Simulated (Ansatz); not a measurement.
Amorphous silicon oxynitride (Si90O36N96), 222 atoms at 2.76 g/cm³, one PBE-relaxed geometry, zone centre. Methods: PBE, scalar-relativistic without spin-orbit coupling (Ansatz, an electronic-structure program); r2SCAN, scalar-relativistic without spin-orbit coupling (Ansatz). Plane waves to 420 eV (r2SCAN 500 eV). At PBE the levels at both edges of the gap are localised (band-tail or defect states), and the nearest spread-out levels lie 3.8 eV apart at the zone centre. The higher rungs were started with moments on some atoms, which died out.

It comes from a melt-quench run on a machine-learned potential (CHGNet), relaxed afterwards by DFT. O and N atoms were pushed apart under 1.9 Å during the dynamics, to hinder bonds among them. The hot cell started wider than the set density and was brought back towards it in steps. It is the lowest in DFT energy of 8 quenches. It is a model cell: composition and starting density were chosen by hand, and all elements were melted together. No dispersion term was used. Its density started from a set value of 2.81 and ended at 2.76 g/cm³. The simulated quench (nominally 360 K/ps over its main leg) is rapid and tends to freeze in more defects than a deposited or slowly cooled glass has. A cell of this size samples the disorder only roughly. Volume and shape were free in the relaxation.

The relaxation ran on the zone centre alone. At PBE the gap between localised states is 1.76 eV on a 2×2×2 Γ-centred mesh, and the spacing at the zone centre alone 1.76 eV.

Question: What zone-centre spacing does r2SCAN give, roughly?

Answer: 2.17 eV (+0.41 eV against PBE).

The highest filled and the lowest empty state spread over these numbers of atoms (participation numbers): PBE: 4.8 and 17.9; r2SCAN: 4.7 and 19.1.
